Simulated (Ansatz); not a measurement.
# What 4 layers does to Re

Consider Re in the hcp (Mg type) structure (space group P6_3/mmc, No. 194; a = 2.7577 Å, c = 4.4625 Å). Axes: x lies along a and z along c of the hexagonal cell.

Now apply this change: a free-standing slab of 4 layers (4 atoms, 1 a layer) is cut normal to the z axis, with 15 Å of vacuum and the in-plane cell held at bulk.

The values are results of r2SCAN (Ansatz, a first-principles code, PAW, spin-orbit coupling left out), earlier PAW set, not measurements. k-mesh 19×19×1 (Γ-centred); smearing 0.05 eV (Fermi–Dirac), for the changed cell.

| quantity | base | changed | shift |
|---|---|---|---|
| shortest interatomic distance | 2.741 Å | 2.622 Å | -0.119 Å |
| band gap | zero | zero | – |
| excess energy per area of both faces (slab less bulk energy over the cell's area: twice a surface energy) (uncertain by up to 0.10 J/m²) | – | 5.4 J/m² | – |
| thickness between the outermost nuclei | – | 6.50 Å | – |
| change of the spacing d12 from its bulk value of 2.231 Å | – | -6.7 % | – |

The excess energy carries the mismatch between the slab's and the bulk's meshes. Stability against distortions was not tested. All final runs are without spin polarisation.
